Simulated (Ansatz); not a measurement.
An Ansatz (a quantum-chemistry and plane-wave program) input (plane-wave PAW DFT at the PBE-D3(BJ) level (Ansatz, 420 eV), scalar-relativistic without spin-orbit coupling):

Ansatz 0.2 input:
```yaml
crystal:
  lattice:
    - [3.5042150223, 0, 0]
    - [-1.7521075111, 3.0347392296, 0]
    - [0, 0, 5.7579253693]
  atoms:
    - { symbol: Ti, position: [0, 0, 0] }
    - { symbol: S, position: [0.3333333333, 0.6666666667, 0.2588712526] }
    - { symbol: S, position: [0.6666666667, 0.3333333333, 0.7411287474] }
basis: { ecutwfc: 420, ecutrho_ratio: 4, xc_grid: 2, fft_grid_basis: typed }
kpoints: { mp_grid: { grid: [20, 20, 11] } }
hamiltonian:
  xc: pbe
  dispersion: d3bj
  pseudopotentials: { kind: paw }
scf: { occupations: { method: fermi_dirac, width: 0.1 }, convergence: { dr2_threshold: 0.0000000003 } }
relax: { f_tol: 0.005, max_steps: 50 }
output: { forces: true, stress: true }
checkpoint: { write: state.ck, write_every: 1000 }
```

Question: Which symmetry and how many k-points will the program report, and about how many plane waves at Γ?

Answer: Space group P-3m1 (ITA 164) with 12 operations, k-points 429 of 4400, and 1189 plane waves at Γ.

Question: And the final pressure?

Answer: -4.91 GPa (compression positive).

The cells carry an imposed strain or load. Stability against distortions was not tested. The final runs are not spin-polarised. The cell was made from TiS2 in the CdI2 type structure (space group P-3m1, No. 164; layered, stacked along the Cartesian z axis) by this change: isotropic strain +4.31 %.
